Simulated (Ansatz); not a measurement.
SnTe under a change: uniaxial stress, 5 GPa tension along x

The parent structure is SnTe in the rock salt structure (space group Fm-3m, No. 225; a = 6.3702 Å). Axes: x, y, z lie along the cube axes.

Perturbation: uniaxial stress, 5 GPa tension along x; all other stress components relax to zero.

Computed with plane-wave PAW DFT at the r2SCAN level (Ansatz, an electronic-structure program, 500 eV), spin-orbit coupling left out. Settings: 9×9×9 k-points, 0.05 eV Fermi–Dirac smearing.

The shortest interatomic distance decreases by 0.006 Å, from 3.185 Å to 3.179 Å and the energy grows by 33 meV/atom. The band gap decreases by 0.04 eV (0.13 eV → 0.09 eV) and the gap character is direct at N. The strain response (xx, yy, zz) comes out as (+5.71, −0.18, −0.18) %.

Final structure:

```
CELL_PARAMETERS angstrom
      0.00000     3.17923     3.17923
      3.36699     0.00000     3.17923
      3.36699     3.17923     0.00000
ATOMIC_POSITIONS crystal
  Te 0.00000 0.00000 0.00000
  Sn 0.50000 0.50000 0.50000
```

Spin-orbit coupling, missing from the scalar runs, can matter with Te. Beyond what the load breaks, stability against distortions was not tested. A zero or small gap of SnTe can be the functional's error rather than a property of the material. k-point labels follow each cell's own Brillouin zone.
